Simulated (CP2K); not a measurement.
Band structure of Te2Ru (Pnnm, 6 atoms in the cell).

```
Te2Ru
1.0
    5.27597     0.00000     0.00000
    0.00000     6.37117     0.00000
    0.00000     0.00000     3.99973
Te Ru
4 2
Cartesian
  1.15971   2.33765   0.00000
  4.11626   4.03353   0.00000
  3.79770   0.84794   1.99987
  1.47827   5.52323   1.99987
  0.00000   0.00000   0.00000
  2.63799   3.18559   1.99987
```

Level of theory: PBEsol, GPW, TZVP-MOLOPT-SR-GTH basis, GTH-PBE potentials (GTH_POTENTIALS) (CP2K).

Settings: CUTOFF = 500 Ry; REL_CUTOFF = 50 Ry; SMEAR/METHOD = FERMI_DIRAC; ELECTRONIC_TEMPERATURE = 116.05 K; KPOINTS/SCHEME = MONKHORST-PACK 3 3 4; GAMMA_CENTERED = T; XC_FUNCTIONAL = PBE:PBESOL; Te/BASIS_SET = TZVP-MOLOPT-SR-GTH-q6; Te/POTENTIAL = GTH-PBE-q6; Ru/BASIS_SET = TZVP-MOLOPT-SR-GTH-q16; Ru/POTENTIAL = GTH-PBE-q16; METHOD = GPW; EPS_DEFAULT = 1e-10; EXTRAPOLATION = USE_GUESS.

The starting cell comes from a database of computed structures (which also holds hypothetical and non-ambient phases and stackings), without a prior relaxation at this level. Its lattice was rescaled by a random factor within 2.5 % of one. Spin-orbit coupling is off. Values carry the incompleteness of an atom-centred basis. The potentials were made for another functional than the one used.

**Question.** Predict the gap along the standard path and the places of the band edges.

**Answer.** The gap along the path is 0.33 eV, from a point between Y and Γ to U; the smallest direct gap on it is 1.08 eV.

Levels in eV from the top of the valence band on the SCF mesh, bands 25 to 29:
```json
[
 {"point": "Γ", "25": "-1.66", "26": "-1.49", "27": "-0.93", "28": "-0.64", "29": "0.90"},
 {"point": "X", "25": "-1.47", "26": "-1.47", "27": "-1.36", "28": "-1.36", "29": "1.21"},
 {"point": "S", "25": "-1.38", "26": "-1.38", "27": "-1.25", "28": "-1.25", "29": "1.12"},
 {"point": "Y", "25": "-1.24", "26": "-1.24", "27": "-0.40", "28": "-0.40", "29": "1.27"},
 {"point": "Z", "25": "-1.36", "26": "-1.36", "27": "-0.81", "28": "-0.81", "29": "0.61"},
 {"point": "U", "25": "-2.23", "26": "-2.23", "27": "-1.34", "28": "-1.34", "29": "0.33"},
 {"point": "R", "25": "-1.31", "26": "-1.31", "27": "-1.09", "28": "-1.09", "29": "0.99"},
 {"point": "T", "25": "-1.26", "26": "-1.26", "27": "-0.89", "28": "-0.89", "29": "1.02"}
]
```

Higher empty bands are left out: an atom-centred basis made for the valence describes them poorly.
